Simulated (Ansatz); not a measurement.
Consider the following.

End structure of a constructed model of the (100) surface of fcc Rh, a layer of Au in place of the second plane (bottom of the slab: a bare face, its two planes held):

```xyz
6
Lattice="2.7082 0.0000 0.0000 0.0000 2.7082 0.0000 0.0000 0.0000 26.0000" Properties=species:S:1:pos:R:3 pbc="T T T"
Rh     1.3541     1.3541     8.2485
Rh     0.0000     0.0000    10.1635
Rh     1.3541     1.3541    12.0795
Rh     0.0000     0.0000    13.9540
Au     1.3541     1.3541    16.1127
Rh     0.0000     0.0000    18.2226
```

Slab: 6 atoms, 9.5 Å thick at the start (thin: gaps and levels are the slab's own); k 14x14x1, smearing 0.1 eV, dipole-corrected; 2 atoms held, the rest relaxed; symmetry of the start imposed; no spin, no spin-orbit, no U. It is one candidate, not shown to be the stable structure of the face.

**Question.** What work function of the top face does PBE run with Ansatz (a first-principles code) give?

**Answer.** 5.22 eV
